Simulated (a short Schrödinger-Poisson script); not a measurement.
# Symmetric double-gate stack, HfO2 on p-type Si(100)

Structure: symmetric double-gate stack, HfO2 on p-type Si(100), at 77 K.

```tsv
layer	material	thickness (nm)	Na (cm⁻³)
1	HfO2	7.7	-
2	Si	10	2e17
3	HfO2	7.7	-
```

The device is made up for the run: typed textbook-type constants, with dimensions and the other settings drawn at random. HfO2: permittivity 22, conduction-band edge (eV) 1.55, gap (eV) 5.7, electron mass (mₑ) 0.2. Si: permittivity 11.7, conduction-band edge (eV) 0, gap (eV) 1.124, Nv at 300 K (cm⁻³) 3.1e19.

Channel valleys (confinement mass, in-plane density-of-states mass, number): Δ2 0.916, 0.19, 2; Δ4 0.19, 0.417, 4. At the gates, both at one voltage, the conduction-band edge of layer 1 lies 1.65 eV − eVg above the Fermi level of the channel. Gaps are held at their typed values at every temperature. Mesh 0.03 nm at interfaces.

From a short Schrödinger-Poisson script (our own, NumPy): 1D Poisson equation in equilibrium, electrons quantum, Hartree (BenDaniel-Duke, 12 states a valley, the channel's in-plane mass for all, wave functions ending at the dielectric), parabolic valleys, classical holes, full ionisation, no traps, pinning or gate leakage.

```
Vg (V)  electrons (cm⁻²)  C (μF/cm²)  Δ2 E0 (meV)  Δ2 E1 (meV)  Δ4 E0 (meV)  Δ4 E1 (meV)
------  ----------------  ----------  -----------  -----------  -----------  -----------
0.1              9.59e10        1.33         18.9         30.2         34.6         93.0
0.2              1.69e12        3.07         -1.4          4.9         15.7         68.7
0.3              3.73e12        3.42         -8.8         -5.5         11.4         60.5
0.4              5.92e12        3.58        -15.1        -13.3          9.1         55.4
0.5              8.19e12        3.68        -21.2        -20.2          7.3         51.4
0.6              1.05e13        3.75        -27.4        -26.7          5.7         47.9
0.7              1.29e13        3.81        -33.5        -33.1          4.2         44.7
0.8              1.53e13        3.85        -39.7        -39.5          2.9         41.8
0.9              1.77e13        3.88        -45.9        -45.8          1.6         38.9
1                2.01e13        3.91        -52.1        -52.0          0.4         36.2
1.1              2.26e13        3.94        -58.3        -58.2         -0.8         33.6
1.2              2.50e13        3.96        -64.5        -64.5         -1.9         31.0
1.3              2.75e13        3.98        -70.7        -70.6         -2.9         28.6
1.4              3.00e13        4.00        -76.8        -76.8         -4.0         26.3
1.5              3.25e13        4.02        -82.9        -82.9         -4.9         24.0
1.6              3.50e13        4.03        -88.9        -88.9         -5.9         21.8
```

Gate voltages with under 1e6 electrons/cm² are left out.

Subbands count from the Fermi level. The capacitance is that of both gates.
